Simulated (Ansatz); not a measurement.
MgO under load (space group I4/mmm), r2SCAN, rigid bands (Ansatz, a first-principles code). Condition of this run: biaxial stress xx = yy = 1 GPa (compression positive) (the target of the relaxation). Band gap 5.72 eV, N_c = 5.79e18 cm⁻³ and N_v = 2.26e20 cm⁻³ at 300 K, conductivity masses of 0.376 mₑ (electrons) and 2.24 mₑ (holes). Take k_BT = 0.02585 eV.

Question: What thermal injection velocity √(2k_BT/πm) limits a ballistic channel?

Answer: 8.77e6 cm/s for electrons and 3.59e6 cm/s for holes, a ratio of √(m_h/m_e) = 2.44, for dilute carriers.

Question: A film of it is 5 nm thick. Estimate the confinement energies in an infinite well.

Answer: ħ²π²/(2m t²) = 0.376 eV·nm²/(m/mₑ × t²) gives 40.0 meV for electrons and 6.71 meV for holes, so the gap would widen to about 5.77 eV. Finite barriers and nonparabolic bands lower this, and with several valleys or bands the heaviest mass along the normal sets the lowest level, not this average.

Question: Find the intrinsic carrier density and the intrinsic Fermi level.

Answer: n_i = √(N_c N_v) exp(−E_g/2k_BT) = 3.62e19 × exp(−110.63) = 3.3e-29 cm⁻³. The level lies (k_BT/2) ln(N_v/N_c) = 47 meV from mid-gap (positive towards the conduction band). Each 0.1 eV added to the gap lowers n_i by a factor of 6.9.

Rigid bands with the computed gap; masses take one relaxation time for all states. Spin-orbit coupling is left out.
